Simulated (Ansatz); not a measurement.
Take SiC in the zinc blende structure (space group F-43m, No. 216; a = 4.3798 Å) as the base.

The values are results of PBE (Ansatz, a first-principles code; PAW; 420 eV plane waves; no spin-orbit coupling), not measurements.

Before the change:

```
Quantity                Value
-------------------  --------
Lattice parameter a  438.0 pm
```

One thing is altered: a negative pressure, −2 GPa.

Question: Predict the new lattice parameter a.

Answer: The lattice parameter a goes up by 1.4 pm to 439.4 pm.

Load acts through the strain it causes; cell and atoms are relaxed under it. Stability against distortions was not tested.
